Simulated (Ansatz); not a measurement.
The parent structure is Si (space group P6_3/mmc, No. 194; a cell from a computed database, its experimental status unchecked).

```xyz
4
Lattice="3.8320 0.0000 0.0000 -1.9160 3.3186 0.0000 0.0000 0.0000 6.3417" Properties=species:S:1:pos:R:3 pbc="T T T"
Si     0.0000     2.2124     0.4000
Si     1.9160     1.1062     5.9416
Si     1.9160     1.1062     3.5708
Si     0.0000     2.2124     2.7708
```

Cartesian axes are those of the cell as printed.

Level of theory: r2SCAN/PAW in Ansatz (a first-principles code), no spin-orbit coupling, earlier PAW set.

Perturbation: uniaxial strain ε_zz = −2.01 %, all other strain components held at zero, atoms relaxed at fixed cell.

Question: Predict the stress tensor and what it implies for the stiffness.

Answer: Stress of the strained cell less that of the base (GPa, compression positive):
```
   0.79    0.00    0.00
   0.00    0.79    0.00
   0.00    0.00    4.76
```

Then −Δσ_ii/ε with ε = -0.0201 gives secant stiffness values (nonlinear terms included at this strain): C33 ≈ 237 GPa, C13 ≈ 39 GPa and C23 ≈ 39 GPa.

As a check, the harmonic strain energy −½ V₀ Δσ:ε is 6.0 meV/atom; the computed energy rise is 5.9 meV/atom.

No phonon test of stability was made. This is not the structure that Si has at room temperature and ambient pressure.
